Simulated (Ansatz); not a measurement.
Band structure of GaCuSe₂ (I-42d, 8 atoms in the cell).

```
CELL_PARAMETERS angstrom
     -2.84339     2.84339     5.63850
      2.84339    -2.84339     5.63850
      2.84339     2.84339    -5.63850
ATOMIC_POSITIONS crystal
  Ga 0.25000 0.75000 0.50000
  Ga 0.50000 0.50000 0.00000
  Cu 0.75000 0.25000 0.50000
  Cu 0.00000 0.00000 0.00000
  Se 0.12122 0.12500 0.49622
  Se 0.87500 0.37122 0.99622
  Se 0.62878 0.62500 0.50378
  Se 0.37500 0.87878 0.00378
```

Computed with PBE, PAW files (plane waves; Ansatz, a quantum-chemistry and plane-wave program).

Settings: basis.ecutwfc = 420 eV; kpoints.mp_grid.grid = 3 3 3; hamiltonian.xc = pbe; hamiltonian.pseudopotentials = {kind: paw} (an earlier, softer set of the program's PAW files); scf.occupations.method = fermi_dirac; scf.occupations.width = 0.05 eV; kpoints.band_path.npoints = 8.

The starting cell comes from a database of computed structures (which also holds hypothetical and non-ambient phases and stackings), without a prior relaxation at this level. Its lattice was rescaled by a random factor within 2.5 % of one. Spin polarisation is off. The run gives no clean gap (levels at the Fermi energy touch, overlap or are partly filled at this smearing), which alone does not show that the compound is a metal.

Levels in eV from the Fermi level, bands 61 to 68:
```tsv
point	61	62	63	64	65	66	67	68
Γ	-1.48	-0.12	-0.12	-0.02	-0.02	1.98	2.13	3.90
X	-0.80	-0.80	-0.47	-0.47	0.99	0.99	3.26	3.26
Y	-0.82	-0.82	-0.66	-0.66	1.25	1.25	3.73	3.73
S	-1.35	-1.12	-0.72	-0.56	1.81	2.15	2.48	3.41
Z	-1.15	-1.15	-0.86	-0.86	1.71	1.71	1.97	1.97
S1	-1.35	-1.12	-0.72	-0.56	1.81	2.15	2.48	3.41
N	-1.28	-1.14	-1.07	-0.54	1.95	2.36	3.15	3.97
P	-0.80	-0.80	-0.66	-0.66	1.39	1.39	3.00	3.00
Y1	-0.82	-0.82	-0.66	-0.66	1.25	1.25	3.73	3.73
```

No band crosses the Fermi level by more than 0.03 eV along this path.

Keys are those of Ansatz 0.2.
